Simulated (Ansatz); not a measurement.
System: B-vacancy pair (B on one host C site, one C site vacant) in 4H silicon carbide (charge state +1). These are PBE, PAW (plane waves to 420 eV; Ansatz, a quantum-chemistry and plane-wave program) values and carry that method's errors.

Cell of 72 host sites held at the relaxed PBE lattice; the Γ point alone; Fermi-Dirac width 0.01 eV, spin-restricted; finite-size errors left in. No zero-point or tunnelling terms. The charge state is imposed; whether it is stable for some Fermi level was not computed. Forms of the defect that were not tried may lie lower. The order of the sites in energy changes with the mesh.

Barriers: single points on a 2×2×2 k-point mesh shifted by half a step along c at the bands' geometries (they differ from the bands' own by up to 0.51 eV, and are uncertain by about as much).

The step: a nearby C atom hops onto the vacant site (B-vacancy distance between ideal sites 3.09 → 4.38 Å). Atoms about the jump, Cartesian Å from the middle of the jump, before and after:

| atom | x0 | y0 | z0 | x1 | y1 | z1 |
|---|---|---|---|---|---|---|
| C1 | -1.54 | -0.01 | 0.02 | 1.54 | 0.01 | -0.02 |
| Si2 | -0.07 | 0.95 | 0.69 | 0.09 | 0.95 | 0.69 |
| Si3 | 1.54 | -1.91 | 0.67 | 1.56 | -1.79 | 0.65 |
| Si4 | 1.54 | 0.00 | -2.01 | 1.55 | 0.00 | -1.92 |
| Si5 | -1.56 | -0.01 | -1.90 | -1.55 | 0.01 | -2.06 |
| Si6 | -1.55 | -1.79 | 0.66 | -1.55 | -1.89 | 0.69 |
| C7 | -0.02 | -2.68 | -0.02 | -0.01 | -2.67 | -0.02 |
| C8 | 0.00 | 0.90 | -2.50 | -0.01 | 0.90 | -2.51 |
| Si9 | -0.02 | -2.69 | -1.92 | 0.01 | -2.68 | -1.92 |
| C10 | 1.54 | -1.79 | -2.52 | 1.54 | -1.78 | -2.53 |
| C11 | 0.00 | 0.92 | 2.55 | -0.03 | 0.91 | 2.55 |
| C12 | -1.56 | -1.78 | -2.52 | -1.56 | -1.78 | -2.51 |
| C13 | 0.01 | 2.69 | 0.01 | -0.01 | 2.68 | 0.01 |
| B14 | 1.54 | -1.74 | 2.55 | 1.55 | -1.78 | 2.55 |
| Si15 | -0.04 | -0.88 | 3.18 | -0.01 | -0.89 | 3.18 |
| C16 | -1.57 | -1.78 | 2.55 | -1.57 | -1.76 | 2.55 |
| Si17 | 0.00 | 2.69 | -1.90 | -0.01 | 2.70 | -1.90 |
| Si18 | -3.10 | 0.91 | 0.67 | -3.18 | 0.95 | 0.68 |
| Si19 | 3.16 | 0.95 | 0.69 | 3.08 | 0.92 | 0.67 |
| C20 | 3.11 | -2.68 | -0.02 | 3.10 | -2.68 | -0.01 |
| C21 | -3.10 | -2.67 | 0.02 | -3.10 | -2.66 | 0.01 |
| C22 | 3.09 | 0.90 | -2.50 | 3.09 | 0.91 | -2.53 |
| C23 | -3.10 | 0.89 | -2.52 | -3.10 | 0.90 | -2.51 |

Q: Predict the transition state.

A: 
| atom | x | y | z |
|---|---|---|---|
| C1 | 0.04 | -0.35 | -0.25 |
| Si2 | -0.16 | 1.11 | 0.75 |
| Si3 | 1.39 | -1.82 | 0.59 |
| Si4 | 1.43 | -0.04 | -1.93 |
| Si5 | -1.38 | -0.04 | -1.92 |
| Si6 | -1.42 | -1.83 | 0.63 |
| C7 | -0.03 | -2.91 | -0.02 |
| C8 | 0.02 | 0.97 | -2.62 |
| Si9 | -0.01 | -2.75 | -1.92 |
| C10 | 1.52 | -1.81 | -2.54 |
| C11 | -0.05 | 0.98 | 2.57 |
| C12 | -1.53 | -1.81 | -2.53 |
| C13 | -0.04 | 2.80 | 0.00 |
| B14 | 1.52 | -1.71 | 2.50 |
| Si15 | -0.03 | -0.83 | 3.17 |
| C16 | -1.56 | -1.74 | 2.51 |
| Si17 | 0.00 | 2.73 | -1.94 |
| Si18 | -3.11 | 0.91 | 0.70 |
| Si19 | 3.23 | 0.94 | 0.72 |
| C20 | 3.04 | -2.60 | -0.03 |
| C21 | -3.07 | -2.61 | 0.00 |
| C22 | 3.06 | 0.85 | -2.46 |
| C23 | -3.03 | 0.85 | -2.45 |
It lies 5.00 eV above the start and 4.55 eV above the end. The saddle point's order was not checked.
